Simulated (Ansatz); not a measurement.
Structures of equal composition on the (111)A surface of 3C silicon carbide (Si plane on top): (√3x√3)R30° Sb adatom at H3; (√3x√3)R30° Sb adatom at T4. The slabs share one bottom face, and each structure is named by its start. These are constructed structures in small cells; real faces may alloy, dewet or reconstruct in larger ones, and not all known structures of the face are among them. Slabs of about 10 Å with all that they carry, Fermi-Dirac smearing of 0.025 eV. Bottom of the slabs: H caps. Relaxed from the named starts with such symmetry as they have, on meshes of like density; energies extrapolated to zero smearing; no spin-orbit coupling, no U. Spin-polarised runs, if any, are marked in brackets, and their order is one that fits the cell; the others ran without spin. Where a second, spin-polarised start was run, the lower counts.

Host crystal: 3C silicon carbide, with a band gap (PBE, scalar-relativistic without spin-orbit coupling).

Computed with PBE (plane waves to 420 eV, PAW; Ansatz, a first-principles code).

Problem. Order them by energy per 1x1 cell (lowest first) at the level PBE.

Solution. (√3x√3)R30° Sb adatom at T4 (0.000 eV, gap 1.60 eV on the mesh), (√3x√3)R30° Sb adatom at H3 (0.114 eV, gap 1.38 eV on the mesh)
